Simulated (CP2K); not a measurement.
CP2K run on LiNiS2 (P2/c, 8 atoms in the cell): self-consistent single point.

Level of theory: CP2K with PBEsol, GPW, DZVP-MOLOPT-SR-GTH basis, GTH-PBE potentials (GTH_POTENTIALS).

The change in words: lattice scaled by 0.98. Reference geometry:
```yaml
crystal:
  lattice:
    - [5.77262, 0.00000, 0.00000]
    - [0.00000, 3.43378, 0.00000]
    - [-0.00829, 0.00000, 5.94827]
  atoms:
    - { symbol: Li, position: [0.50000, 0.25785, 0.75000] }
    - { symbol: Li, position: [0.50000, 0.74215, 0.25000] }
    - { symbol: Ni, position: [0.00000, 0.74624, 0.25000] }
    - { symbol: Ni, position: [0.00000, 0.25376, 0.75000] }
    - { symbol: S, position: [0.21131, 0.24667, 0.41869] }
    - { symbol: S, position: [0.78869, 0.75333, 0.58131] }
    - { symbol: S, position: [0.78869, 0.24667, 0.08131] }
    - { symbol: S, position: [0.21131, 0.75333, 0.91869] }
```

Reference input (self-consistent single point, DFT PBEsol, GPW, DZVP-MOLOPT-SR-GTH basis, GTH-PBE potentials (GTH_POTENTIALS)): CUTOFF = 600 Ry; REL_CUTOFF = 50 Ry; SMEAR/METHOD = GAUSSIAN; SIGMA = 0.136 eV; KPOINTS/SCHEME = MONKHORST-PACK 4 7 4; GAMMA_CENTERED = T; XC_FUNCTIONAL = PBE:PBESOL; Li/BASIS_SET = DZVP-MOLOPT-SR-GTH-q3; Li/POTENTIAL = GTH-PBE-q3; Ni/BASIS_SET = DZVP-MOLOPT-SR-GTH-q18; Ni/POTENTIAL = GTH-PBE-q18; S/BASIS_SET = DZVP-MOLOPT-SR-GTH-q6. This run's input differs from it in these lines:

```diff
@@ -66,5 +66,5 @@
     &CELL
-      A 5.77262100 0.00000000 0.00000000
-      B 0.00000000 3.43378100 0.00000000
-      C -0.00828500 0.00000000 5.94826600
+      A 5.65716900 0.00000000 0.00000000
+      B 0.00000000 3.36510500 0.00000000
+      C -0.00811900 0.00000000 5.82930100
       PERIODIC XYZ
```

Log, with long lists cut:

```
 SCF WAVEFUNCTION OPTIMIZATION

  Step     Update method      Time    Convergence         Total energy    Change
     1 NoMix/Diag. 0.20E+00      -     1.49381092      -395.0711369998 -3.95E+02
     2 Broy./Diag. 0.20E+00      -     0.19309937      -388.8314668790  6.24E+00
     3 Broy./Diag. 0.20E+00      -     0.06733065      -397.3794071094 -8.55E+00
     4 Broy./Diag. 0.20E+00      -     0.01590276      -394.1200151993  3.26E+00
     5 Broy./Diag. 0.20E+00      -     0.00850214      -394.3634272638 -2.43E-01
     6 Broy./Diag. 0.20E+00      -     0.00150929      -393.9437702883  4.20E-01
   [... 4 lines left out ...]
    11 Broy./Diag. 0.20E+00      -     0.00006679      -393.9587079226  1.84E-03
    12 Broy./Diag. 0.20E+00      -     0.00000385      -393.9586002002  1.08E-04
    13 Broy./Diag. 0.20E+00      -     0.00000694      -393.9585704042  2.98E-05
    14 Broy./Diag. 0.20E+00      -     0.00000087      -393.9586252618 -5.49E-05
  *** SCF run converged in    14 steps ***

  Overlap energy of the core charge distribution:               0.00000000000096
  Self energy of the core charge distribution:               -631.69083729364866
  Core Hamiltonian energy:                                    168.09940257631385
  Hartree energy:                                             115.68912793171224
  Exchange-correlation energy:                                -46.05421193236718
  Smearing free energy correction:                             -0.00210654424025
  Fermi energy:                                                 0.26840198455283

  Total energy:                                              -393.95862526175728
  Total energy (extrapolated to sigma->0):                   -393.95757198963713

   [... lines left out ...]

 STRESS| Analytical stress tensor [bar]
 STRESS|                        x                   y                   z
 STRESS|      x        1.61102536448E+04   3.60825118358E-02  -3.55388974849E+03
 STRESS|      y        3.60825118358E-02   1.69488111851E+04  -6.79818977480E-04
 STRESS|      z       -3.55388974849E+03  -6.79818977480E-04   2.02698531375E+04
 STRESS| 1/3 Trace                                             1.77763059891E+04
```

The run converged in 14 iterations. Against the reference run the free energy drops by 7.2 meV/atom, the pressure goes from -4.11 to 1.78 GPa and the largest force goes from 0.363 to 0.113 eV/Å.

The starting cell comes from a database of computed structures (which also holds hypothetical and non-ambient phases and stackings), without a prior relaxation at this level. Its lattice was rescaled by a random factor within 2.5 % of one. For this run, on top of that: lattice scaled by 0.98. Spin polarisation is off, so a magnetic state, if there is one, cannot be reached. Values carry the incompleteness of an atom-centred basis. The potentials were made for another functional than the one used.

Cost on one core of a shared machine: roughly 70 s.
